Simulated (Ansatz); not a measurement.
The parent structure is ZnSe in the zinc blende structure (space group F-43m, No. 216).

```xyz
2
Lattice="0.0000 2.7838 2.7838 2.7838 0.0000 2.7838 2.7838 2.7838 0.0000" Properties=species:S:1:pos:R:3 pbc="T T T"
Zn     0.0000     0.0000     0.0000
Se     1.3919     1.3919     1.3919
```

All numbers come from plane-wave PAW DFT at the LDA level (Ansatz, a first-principles code, 420 eV), no spin-orbit coupling.

Base values:

- Lattice parameter a: 10.521 bohr
- Band gap: 1.25 eV

The change: cell and atoms relaxed at a pressure of 9 GPa.

Question: How does this affect the lattice parameter a and band gap?

Answer: The lattice parameter a decreases by 0.345 bohr to 10.176 bohr; the band gap rises by 0.43 eV, from 1.25 eV to 1.68 eV.

Load acts through the strain it causes; cell and atoms are relaxed under it. Stability against distortions was not tested. Tetrahedral semiconductors of this kind turn to denser phases somewhere between about 1 and 50 GPa; those were not computed, so compressed cells here can lie past the real transition.
